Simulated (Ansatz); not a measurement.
# Several settings converged on a (110) slab of LaP (cut from a parent of space group no. 225; 8 atoms in the cell)

```
LaP
1.0
    6.04830     0.00000     0.00000
    0.00000     4.27679     0.00000
    0.00000     0.00000    20.41519
La P
4 4
Cartesian
  0.00000   1.06920   9.13839
  3.02415   3.20760   7.00000
  0.00000   1.06920  13.41519
  3.02415   3.20760  11.27680
  0.00000   3.20760   7.00000
  3.02415   1.06920   9.13839
  0.00000   3.20760  11.27680
  3.02415   1.06920  13.41519
```

Base method: LDA (PW92), default PAW files made with PBE (plane waves; Ansatz, a quantum-chemistry and plane-wave program).

Base settings: basis.ecutwfc = 420 eV; kpoints.mp_grid.grid = 5 7 1; hamiltonian.xc = lda; hamiltonian.pseudopotentials = {kind: paw} (the program's default PAW files); scf.occupations.method = fermi_dirac; scf.occupations.width = 0.1 eV.

The count of work is k-points × plane waves × bands × iterations; it is no time. Core times come from one kind of shared machine, to one figure; runs under 30 s give none.

**The k-point mesh**

Only quantities that move along the ladder and can be compared are tabulated.

```csv
kpoints.mp_grid.grid,free energy less the last step's (meV/atom),largest difference of a force vector from the last step's (eV/Å),count of work / last,core time / last (rough)
1 2 1,782.65,0.816,0.029,–
2 2 1,36.84,0.345,0.052,–
2 3 1,37.45,0.127,0.052,–
3 4 1,1.44,0.078,0.068,–
4 5 1,-0.09,0.038,0.10,–
4 6 1,-0.84,0.019,0.14,0.2
5 7 1,-0.59,0.007,0.14,–
6 8 1,-0.22,0.003,0.26,0.3
7 9 1,-0.02,0.001,0.26,0.2
8 11 1,0.00,0.000,0.34,0.4
9 12 1,0.00,0.000,0.45,0.5
10 15 1,0.00,0.000,0.55,0.6
12 17 1,0.00,0.000,0.82,0.8
14 20 1,0.00,0.000,1.0,1
```

Coarsest kpoints.mp_grid.grid that holds the free energy within 1 meV/atom of the last step, with all finer ones: 4 5 1, at 0.10 of the last step's count of work; the step before is off by 1.4 meV/atom.

Coarsest kpoints.mp_grid.grid that holds the forces within 0.02 eV/Å of the last step, with all finer ones: 4 6 1, at 0.14 of the last step's count of work and about 0.2 of the last step's time; the step before is off by 0.038 eV/Å.

Two neighbours can agree and both be off: 2 2 1 and 2 3 1 differ by 0.61 meV/atom in the free energy, yet lie about 37 meV/atom from the last step.

**The depth of the slab**

On a (110) slab of LaP (cut from a parent of space group no. 225; 4 atoms in the cell), and deeper slabs.

Surface energy = (E_slab − N e_bulk)/2A, with e_bulk from the bulk crystal on its finest mesh (195 k-points); errors per atom of slab and bulk, whose meshes differ, grow with N. The bulk cell stands at -4.0 GPa at this level, so the slab is strained in the plane.

The mesh stays at the base's, so the ladder's end is converged at best in this setting alone.

Only quantities that move along the ladder and can be compared are tabulated.

```tsv
atoms	unrelaxed surface energy (J/m²)	count of work / last	core time / last (rough)
4	1.356	0.043	–
8	1.486	0.11	–
12	1.491	0.23	0.2
16	1.489	0.35	0.3
20	1.487	0.51	0.5
24	1.487	0.77	0.7
28	1.486	1.0	1
```

Smallest size that holds the unrelaxed surface energy within 0.02 J/m² of the last step, with all finer ones: 8, at 0.11 of the last step's count of work; the step before is off by 0.13 J/m².

On the base run: the starting cell comes from a database of computed structures (which also holds hypothetical and non-ambient phases and stackings), without a prior relaxation at this level. The slab is cut from that crystal, and its faces are unrelaxed. Its lattice was rescaled by up to half a per cent. Spin polarisation is off, though cut faces can carry moments. In the base run, forces exceed 1 eV/Å.

Keys are those of Ansatz 0.2.
